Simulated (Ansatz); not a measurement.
# Response to strain in CsSrF3

The parent structure is CsSrF3 in the cubic perovskite structure (space group Pm-3m, No. 221; a = 4.7374 Å; a cell from a computed database, its experimental status unchecked). Axes: x, y, z lie along the cube axes.

Strains are applied to the cell and any free atomic positions relax; under biaxial strain the out-of-plane vector relaxes too.

The values are results of Ansatz (an electronic-structure program), PBEsol, PAW, cutoff 420 eV, no SOC, earlier PAW set, not measurements.

Notes on the quantities. energy relative to the base: free energy F; pressure: mean of the normal stresses, compression positive.

| change | energy relative to the base | volume per atom | pressure | electron mass |
|---|---|---|---|---|
| base | 0 meV/atom | 21.26 Å³ | 0.00 GPa | 0.45 mₑ (at Γ) |
| biaxial strain −3.50 %, plane normal [001], relaxed out of plane | +20 meV/atom | 20.09 Å³ | 3.13 GPa | 0.44 mₑ (at Γ) |
| biaxial strain −1.13 %, plane normal [001], relaxed out of plane | +1.9 meV/atom | 20.88 Å³ | 0.86 GPa | 0.45 mₑ (at Γ) |
| biaxial strain −0.32 %, plane normal [001], relaxed out of plane | +0.2 meV/atom | 21.15 Å³ | 0.23 GPa | 0.45 mₑ (at Γ) |
| uniaxial strain ε_yy = −3.19 % | ___ | 20.59 Å³ | 1.64 GPa | 0.45 mₑ (at Γ) |
| uniaxial strain ε_yy = +1.00 % | +0.6 meV/atom | 21.48 Å³ | -0.42 GPa | 0.46 mₑ (at Γ) |
| uniaxial strain ε_zz = −2.62 % | ___ | 20.71 Å³ | 1.31 GPa | 0.45 mₑ (at Γ) |
| uniaxial strain ε_zz = −0.18 % | 0.0 meV/atom | 21.23 Å³ | 0.08 GPa | 0.45 mₑ (at Γ) |
| tensor shear ε_xz = −0.46 % | +0.1 meV/atom | 21.26 Å³ | 0.00 GPa | 0.45 mₑ (at Γ) |

Q: What belongs in the blanks?

A: 
- uniaxial strain ε_yy = −3.19 %, energy relative to the base: +7.4 meV/atom
- uniaxial strain ε_zz = −2.62 %, energy relative to the base: +4.9 meV/atom

The levels and masses belong to the bands next to the band gap. Masses are band curvatures over ±0.01 Å⁻¹ around the edge. Whether these cells are dynamically stable was not tested. Many cubic perovskites are stable only at high temperature; tilts and polar distortions were not tested.
